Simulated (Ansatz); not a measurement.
Consider Ag in the hcp (Mg type) structure (space group P6_3/mmc, No. 194; a = 2.860 Å, c = 4.712 Å; relaxed with 0.1 eV smearing). Axes: x lies along a and z along c of the hexagonal cell.

All numbers come from PBEsol/PAW in Ansatz (a quantum-chemistry and plane-wave program), no SOC, earlier PAW set.

Before the change:

```
Item                             Result
-----------------------------  --------
Pressure                        0.0 GPa
Shortest interatomic distance  286.0 pm
```

The change: compressive biaxial strain of 4.51 % in the plane normal to [001], as in epitaxy on a mismatched substrate; the out-of-plane cell vector and the atoms relax.

**Question.** What does the calculation give for the out-of-plane strain, pressure and shortest interatomic distance after the change?

**Answer.** The out-of-plane strain amounts to +3.68 %; the pressure (mean of the normal stresses, compression positive) goes from zero to 9.2 GPa; the shortest interatomic distance falls by 12.9 pm (286.0 pm → 273.1 pm).

Whether these cells are dynamically stable was not tested. This is not the structure that Ag has at room temperature and ambient pressure.
